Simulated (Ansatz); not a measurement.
Al₂Au in space group Fm-3m (No. 225), quasi-harmonic approximation with Ansatz (an electronic-structure program), PBEsol functional, plane-wave PAW. The cell is a database entry relaxed within its symmetry; it need not be the phase found at ambient conditions. The run noted for some of its cells that some bands missed the eigensolver's tolerance. Spin-orbit coupling is not included.

```
T (K)  α_L (10⁻⁶/K)  C_P (J/mol/K)  bulk modulus B_T (GPa)     γ
-----  ------------  -------------  ----------------------  ----
50              2.0           17.7                     113  1.29
150             8.3           55.2                     112  1.68
250            10.7           67.7                     110  1.73
400             ___           74.0                     106  1.76
600            13.0           77.7                     102  1.78
750            13.8           79.7                    97.9  1.79
850            14.3            ___                    95.3  1.81
950            14.8           82.1                    92.5  1.82
```

Q: Complete the blanks.

A: 
- 400, α_L (10⁻⁶/K): 12.0
- 850, C_P (J/mol/K): 80.9

The crystal is held in this phase throughout; melting and phase transitions are not modelled.
